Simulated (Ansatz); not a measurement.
By PBEsol, the system below comes out a metal.

Given:

```yaml
crystal:
  lattice:
    - [2.85971, 0.00000, 0.00000]
    - [0.00000, 2.85971, 0.00000]
    - [0.00000, 0.00000, 2.85971]
  atoms:
    - { symbol: Al, position: [0.50000, 0.50000, 0.50000] }
    - { symbol: Ni, position: [0.00000, 0.00000, 0.00000] }
```

Space group of this cell: Pm-3m, CsCl type. The cell is taken as given.

The current runs along the normal of the first two printed vectors, the (001) plane. All runs by Ansatz (an electronic-structure program), plane waves and PAW, without spin-orbit coupling; the base is PBEsol.

```json
[
 {"run": "base", "mean pressure (GPa)": "0.5", "G/A, both spins (10¹⁵ S/m²)": "1.00"},
 {"run": "all lengths scaled by 0.98", "mean pressure (GPa)": "12.6", "G/A, both spins (10¹⁵ S/m²)": "?"},
 {"run": "all lengths scaled by 1.02", "mean pressure (GPa)": "-8.7", "G/A, both spins (10¹⁵ S/m²)": "?"},
 {"run": "lengths across the current scaled by 0.98, ions clamped", "mean pressure (GPa)": "8.2", "G/A, both spins (10¹⁵ S/m²)": "1.02"},
 {"run": "lengths across the current scaled by 1.02, ions clamped", "mean pressure (GPa)": "-5.9", "G/A, both spins (10¹⁵ S/m²)": "0.98"},
 {"run": "lengths along the current scaled by 0.97, ions clamped", "mean pressure (GPa)": "6.2", "G/A, both spins (10¹⁵ S/m²)": "1.01"},
 {"run": "lengths along the current scaled by 1.03, ions clamped", "mean pressure (GPa)": "-4.3", "G/A, both spins (10¹⁵ S/m²)": "0.98"}
]
```

What belongs in the gaps?


- all lengths scaled by 0.98, G/A, both spins (10¹⁵ S/m²): 1.04
- all lengths scaled by 1.02, G/A, both spins (10¹⁵ S/m²): 0.97
